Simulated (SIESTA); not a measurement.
Worked example: self-consistent single point of Au3S (P6_3/mmc, 8 atoms in the cell) in SIESTA.

Method of the run: LDA PW92, numerical atomic orbitals TZP, PseudoDojo LDA standard norm-conserving potentials (rewritten from UPF to PSML) run with SIESTA 5.4.2.

The change in words: lattice scaled by 0.98. Reference geometry:
```yaml
crystal:
  lattice:
    - [5.75784, 0.00000, 0.00000]
    - [-2.87892, 4.98643, 0.00000]
    - [0.00000, 0.00000, 4.71797]
  atoms:
    - { symbol: S, position: [0.66667, 0.33333, 0.25000] }
    - { symbol: S, position: [0.33333, 0.66667, 0.75000] }
    - { symbol: Au, position: [0.33253, 0.16626, 0.75000] }
    - { symbol: Au, position: [0.66747, 0.83374, 0.25000] }
    - { symbol: Au, position: [0.16626, 0.33253, 0.25000] }
    - { symbol: Au, position: [0.83374, 0.66747, 0.75000] }
    - { symbol: Au, position: [0.83374, 0.16626, 0.75000] }
    - { symbol: Au, position: [0.16626, 0.83374, 0.25000] }
```

Reference input (self-consistent single point, DFT, LDA PW92, numerical atomic orbitals TZP, PseudoDojo LDA standard norm-conserving potentials (rewritten from UPF to PSML)): XC.functional = LDA; XC.authors = PW92; potentials = PseudoDojo LDA standard; PAO.BasisSize = TZP; PAO.EnergyShift = 0.01 Ry; MeshCutoff = 300 Ry; kgrid.MonkhorstPack = 5 5 5; OccupationFunction = MP; OccupationMPOrder = 0; ElectronicTemperature = 0.136 eV; MaxSCFIterations = 150; SCF.Mixer.Method = Pulay. This run's input differs from it in these lines:

```diff
@@ -12,5 +12,5 @@
 %block LatticeVectors
-     5.757836000    0.000000000    0.000000000
-    -2.878918000    4.986432000    0.000000000
-     0.000000000    0.000000000    4.717967000
+     5.642679000    0.000000000    0.000000000
+    -2.821340000    4.886703000    0.000000000
+     0.000000000    0.000000000    4.623608000
 %endblock LatticeVectors
@@ -18,10 +18,10 @@
 %block AtomicCoordinatesAndAtomicSpecies
-     2.878920879    1.662142338    1.179491750  1
-    -0.000002879    3.324289662    3.538475250  1
-     1.435989904    0.829069116    3.538475250  2
-     1.442928096    4.157362884    1.179491750  2
-     0.000000000    1.658138233    1.179491750  2
-     2.878918000    3.328293767    3.538475250  2
-     4.321846096    0.829069116    3.538475250  2
-    -1.442928096    4.157362884    1.179491750  2
+     2.821342155    1.628899371    1.155902000  1
+    -0.000003155    3.257803629    3.467706000  1
+     1.407269953    0.812487674    3.467706000  2
+     1.414069047    4.074215326    1.155902000  2
+    -0.000000166    1.624975349    1.155902000  2
+     2.821339166    3.261727651    3.467706000  2
+     4.235408881    0.812487674    3.467706000  2
+    -1.414069881    4.074215326    1.155902000  2
 %endblock AtomicCoordinatesAndAtomicSpecies
```

Output, abridged:

```
        iscf     Eharris(eV)        E_KS(eV)     FreeEng(eV)     dDmax    Ef(eV) dHmax(eV)
   scf:    1   -24526.518376   -24631.491528   -24631.570052  1.953415 -0.367544 16.842545
   scf:    2   -24693.655774   -24666.658188   -24666.706071  0.301774 -0.996179 10.329702
   scf:    3   -24689.160263   -24680.990404   -24681.020574  0.250057 -1.423205  3.502103
   scf:    4   -24679.395237   -24681.617089   -24681.640159  0.205747 -1.881941  3.053654
   scf:    5   -24682.889228   -24682.297192   -24682.321831  0.018117 -1.912534  2.127414
   [... 3 lines left out ...]
   scf:    9   -24682.960566   -24682.960089   -24682.988931  0.004902 -1.973951  0.006055
   scf:   10   -24682.960057   -24682.960078   -24682.988933  0.000185 -1.973998  0.004019
   scf:   11   -24682.960108   -24682.960094   -24682.988937  0.000136 -1.974080  0.000452
   scf:   12   -24682.960094   -24682.960094   -24682.988937  0.000045 -1.974201  0.000397
SCF Convergence by DM+H criterion
max |DM_out - DM_in|         :     0.0000449453
max |H_out - H_in|      (eV) :     0.0003969268
SCF cycle converged after 12 iterations

Using DM_out to compute the final energy and forces

siesta: E_KS(eV) =           -24682.9601

siesta: E_KS - E_eggbox =    -24682.9601

siesta: Atomic forces (eV/Ang):
     1   -0.000003    0.000002   -0.000000
     2    0.000003   -0.000002   -0.000000
     3    0.065500    0.037829    0.000000
     4   -0.065500   -0.037829    0.000000
     5    0.000010    0.075639    0.000000
     6   -0.000010   -0.075639    0.000000
     7   -0.065502    0.037818    0.000000
     8    0.065502   -0.037818    0.000000
   Tot    0.000000   -0.000000   -0.000000
   Max    0.075639
   Res    0.037819    sqrt( Sum f_i^2 / 3N )
   Max    0.075639    constrained

   [... lines left out ...]
siesta: FreeEng =    -24682.988937
   [... lines left out ...]
siesta:    -0.025403    0.000000    0.000000
siesta:     0.000000   -0.025403    0.000000
siesta:     0.000000    0.000000   -0.027201

siesta: Cell volume =        127.491813 Ang**3

siesta: Pressure (static):
siesta:                Solid            Molecule  Units
siesta:           0.00028320          0.00030430  Ry/Bohr**3
siesta:           0.02600227          0.02793985  eV/Ang**3
siesta:          41.66022164         44.76456895  kBar
```

The run converged in 12 iterations. Against the reference run the free energy drops by 8.0 meV/atom, the pressure goes from -6.28 to 4.17 GPa and the largest force goes from 0.069 to 0.076 eV/Å.

The starting cell comes from a database of computed structures (which also holds hypothetical and non-ambient phases and stackings), without a prior relaxation at this level. Its lattice was rescaled by a random factor within 2.5 % of one. For this run, on top of that: lattice scaled by 0.98. Values carry the incompleteness of an atom-centred basis. With a pressure of about 4 GPa the cell is away from its equilibrium volume at this level. The run gives no clean gap (levels at the Fermi energy touch, overlap or are partly filled at this smearing), which alone does not show that the compound is a metal.

Cost on one core of a shared machine: roughly 50 s.
